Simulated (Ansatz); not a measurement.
Consider ZnCu in the CsCl type structure (space group Pm-3m, No. 221; a = 2.9188 Å). Axes: x, y, z lie along the cube axes.

All numbers come from r2SCAN (Ansatz, a first-principles code, PAW, no SOC).

Before the change:

The shortest interatomic distance is 2.528 Å. The band gap is zero.

One thing is altered: a free-standing slab of 2 layers (4 atoms, 2 a layer) is cut normal to [110], with 15 Å of vacuum and the in-plane cell held at bulk.

Task: Predict the new excess energy per area of both faces, shortest interatomic distance and band gap.

Result: The excess energy per area of both faces (slab less bulk energy over the cell's area: twice a surface energy) comes out as 2.58 J/m² (uncertain by up to 0.05 J/m²); the shortest interatomic distance grows by 0.011 Å, from 2.528 Å to 2.539 Å; the band gap is still zero.

Slab and bulk use different k-meshes, which limits the precision of the excess energy. No phonon test of stability was made. The final runs are not spin-polarised.
